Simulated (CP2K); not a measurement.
# Worked example: self-consistent single point of ZnCu (Pm-3m, 2 atoms in the cell) in CP2K

Level of theory: PBE, GPW, DZVP-MOLOPT-SR-GTH basis, GTH-PBE potentials (GTH_POTENTIALS) (CP2K 2026.2).

Input:

```
&GLOBAL
  PROJECT bulk
  RUN_TYPE ENERGY_FORCE
  PRINT_LEVEL LOW
&END GLOBAL
&FORCE_EVAL
  METHOD Quickstep
  STRESS_TENSOR ANALYTICAL
  &DFT
    BASIS_SET_FILE_NAME BASIS_MOLOPT
    POTENTIAL_FILE_NAME GTH_POTENTIALS
    &QS
      METHOD GPW
      EPS_DEFAULT 1E-10
    &END QS
    &MGRID
      CUTOFF 600
      REL_CUTOFF 40
      NGRIDS 5
    &END MGRID
    &SCF
      SCF_GUESS ATOMIC
      EPS_SCF 1E-6
      MAX_SCF 100
      ADDED_MOS 5
      &DIAGONALIZATION
        ALGORITHM STANDARD
      &END DIAGONALIZATION
      &MIXING
        METHOD BROYDEN_MIXING
        ALPHA 0.2
        NBUFFER 12
        BETA 1.5
      &END MIXING
      &SMEAR ON
        METHOD MARZARI_VANDERBILT
        SIGMA [eV] 0.1
      &END SMEAR
    &END SCF
    &KPOINTS
      SCHEME MONKHORST-PACK 7 7 7
    &END KPOINTS
    &XC
      &XC_FUNCTIONAL PBE
      &END XC_FUNCTIONAL
    &END XC
    &PRINT
      &MO
        EIGENVALUES T
        OCCUPATION_NUMBERS T
        NDIGITS 8
        FILENAME mo
        &EACH
          QS_SCF 0
        &END EACH
        ADD_LAST NUMERIC
      &END MO
      &MULLIKEN OFF
      &END MULLIKEN
    &END PRINT
  &END DFT
  &SUBSYS
    &CELL
      A 2.90039800 0.00000000 0.00000000
      B 0.00000000 2.90039800 0.00000000
      C 0.00000000 0.00000000 2.90039800
      PERIODIC XYZ
    &END CELL
    &COORD
      SCALED
      Zn       0.50000000     0.50000000     0.50000000
      Cu       0.00000000     0.00000000     0.00000000
    &END COORD
    &KIND Zn
      BASIS_SET DZVP-MOLOPT-SR-GTH
      POTENTIAL GTH-PBE-q12
    &END KIND
    &KIND Cu
      BASIS_SET DZVP-MOLOPT-SR-GTH
      POTENTIAL GTH-PBE-q11
    &END KIND
  &END SUBSYS
  &PRINT
    &FORCES ON
    &END FORCES
    &STRESS_TENSOR ON
    &END STRESS_TENSOR
  &END PRINT
&END FORCE_EVAL
```

Output, abridged:

```
 GLOBAL| Method name                                                        CP2K
 GLOBAL| Project name                                                       bulk
 GLOBAL| Run type                                                   ENERGY_FORCE

 TOTAL NUMBERS AND MAXIMUM NUMBERS

  Total number of            - Atomic kinds:                                   2
                             - Atoms:                                          2
                             - Shell sets:                                     2
                             - Shells:                                        14
                             - Primitive Cartesian functions:                 12
                             - Cartesian basis functions:                     60
                             - Spherical basis functions:                     50

  Maximum angular momentum of the orbital basis functions:                     3

 SCF PARAMETERS         Density guess:                                    ATOMIC
                        max_scf:                                             100
                        max_diis:                                              4
                        eps_scf:                                        1.00E-06
                        eps_diis:                                       1.00E-01
                        eps_eigval:                                     1.00E-05
                        level_shift [a.u.]:                             0.000000
                        added MOs                                         5    0
                        Mixing method:                            BROYDEN_MIXING
                                                charge density mixing in g-space
                        Smear method:                         MARZARI_VANDERBILT
                        Smearing width (sigma) [a.u.]:                  3.67E-03
                        Accuracy threshold:                             1.00E-10
                        No outer SCF

 Extrapolation method: initial_guess

 Number of electrons:                                                         23
 Number of occupied orbitals:                                                 12
 Number of molecular orbitals:                                                17

 Number of orbital functions:                                                 50
 Number of independent orbital functions:                                     50

 SCF WAVEFUNCTION OPTIMIZATION

  Step     Update method      Time    Convergence         Total energy    Change
     1 NoMix/Diag. 0.20E+00      -     1.55063379      -108.8293599392 -1.09E+02
     2 Broy./Diag. 0.20E+00      -     0.07823469      -110.4439617352 -1.61E+00
     3 Broy./Diag. 0.20E+00      -     0.06327661      -109.5161959333  9.28E-01
     4 Broy./Diag. 0.20E+00      -     0.02229220      -108.8303804784  6.86E-01
     5 Broy./Diag. 0.20E+00      -     0.01096272      -108.6035766291  2.27E-01
     6 Broy./Diag. 0.20E+00      -     0.00230992      -108.6761088394 -7.25E-02
     7 Broy./Diag. 0.20E+00      -     0.00610955      -108.6896014890 -1.35E-02
   [... 4 lines left out ...]
    12 Broy./Diag. 0.20E+00      -     0.00000374      -108.6589837727 -5.44E-04
    13 Broy./Diag. 0.20E+00      -     0.00001005      -108.6589790108  4.76E-06
    14 Broy./Diag. 0.20E+00      -     0.00000145      -108.6590639891 -8.50E-05
    15 Broy./Diag. 0.20E+00      -     0.00000131      -108.6590775140 -1.35E-05
    16 Broy./Diag. 0.20E+00      -     0.00000006      -108.6590824400 -4.93E-06

  *** SCF run converged in    16 steps ***

  Electronic density on regular grids:        -22.9999999992        0.0000000008
  Core density on regular grids:               22.9999999975       -0.0000000025
  Total charge density on r-space grids:       -0.0000000017
  Total charge density g-space grids:          -0.0000000017

  Overlap energy of the core charge distribution:               0.00000002435144
  Self energy of the core charge distribution:               -144.05306736421903
  Core Hamiltonian energy:                                     47.25248346924135
  Hartree energy:                                               4.95254056747740
  Exchange-correlation energy:                                -16.81094985304719
  Smearing free energy correction:                             -0.00008928382361
  Fermi energy:                                                 0.27337669649695

  Total energy:                                              -108.65908244001797

 ENERGY| Total FORCE_EVAL ( QS ) energy [hartree]           -108.659082224995458

 FORCES| Atomic forces [hartree/bohr]
 FORCES|   Atom     x               y               z               |f|
 FORCES|      1 -1.83877247E-11 -1.83899134E-11 -1.83893871E-11   3.18506969E-11
 FORCES|      2  1.45435273E-09  1.45435330E-09  1.45435391E-09   2.51901383E-09
 FORCES| Sum     1.43596500E-09  1.43596338E-09  1.43596452E-09
 FORCES| Total atomic force                                       2.48716313E-09

 STRESS| Analytical stress tensor [bar]
 STRESS|                        x                   y                   z
 STRESS|      x        1.06991361887E+05   1.27520904317E-03   1.27521143243E-03
 STRESS|      y        1.27520904317E-03   1.06990791352E+05   1.27521300313E-03
 STRESS|      z        1.27521143243E-03   1.27521300313E-03   1.06991414199E+05
 STRESS| 1/3 Trace                                             1.06991189146E+05
```

The run converged in 16 iterations.

The starting cell comes from a database of computed structures (which also holds hypothetical and non-ambient phases and stackings), without a prior relaxation at this level. Its lattice was rescaled by a random factor within 2.5 % of one. Spin polarisation is off. Values carry the incompleteness of an atom-centred basis. With a pressure of about 11 GPa the cell is away from its equilibrium volume at this level.

Cost on one core of a shared machine: roughly 2 min.
